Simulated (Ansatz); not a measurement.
The reference is MgS in the rock salt structure (space group Fm-3m, No. 225).

```xyz
2
Lattice="0.0000 2.5646 2.5646 2.5646 0.0000 2.5646 2.5646 2.5646 0.0000" Properties=species:S:1:pos:R:3 pbc="T T T"
Mg     0.0000     0.0000     0.0000
S      2.5646     2.5646     2.5646
```

Cartesian axes are those of the cell as printed.

Calculations: DFT with LDA, PAW potentials and a 420 eV plane-wave cutoff in Ansatz (a first-principles code), without spin-orbit coupling.

Strains are applied to the cell and any free atomic positions relax; under biaxial strain the out-of-plane vector relaxes too.

One change was made to it. Results:

The pressure (mean of the normal stresses, compression positive) goes from zero to 2.80 GPa; the valence-band top at Γ (three highest levels, from the VBM) goes from 0.00, 0.00, 0.00 eV to 0.00, -0.13, -0.13 eV.

Task: Name the change that was made.
A. biaxial strain +2.00 %, plane normal [001], relaxed out of plane
B. biaxial strain −2.00 %, plane normal [001], relaxed out of plane
C. biaxial strain −3.00 %, plane normal [001], relaxed out of plane
D. biaxial strain −2.50 %, plane normal [001], relaxed out of plane
E. biaxial strain −0.50 %, plane normal [001], relaxed out of plane

Result: B, biaxial strain −2.00 %, plane normal [001], relaxed out of plane. For comparison, the valence-band top at Γ in the other runs: biaxial strain −2.50 %, plane normal [001], relaxed out of plane gives 0.00, -0.16, -0.16 eV; biaxial strain +2.00 %, plane normal [001], relaxed out of plane gives 0.00, 0.00, -0.14 eV; biaxial strain −3.00 %, plane normal [001], relaxed out of plane gives 0.00, -0.18, -0.18 eV; biaxial strain −0.50 %, plane normal [001], relaxed out of plane gives 0.00, -0.03, -0.03 eV.

The levels and masses belong to the bands next to the band gap. No phonon test of stability was made.
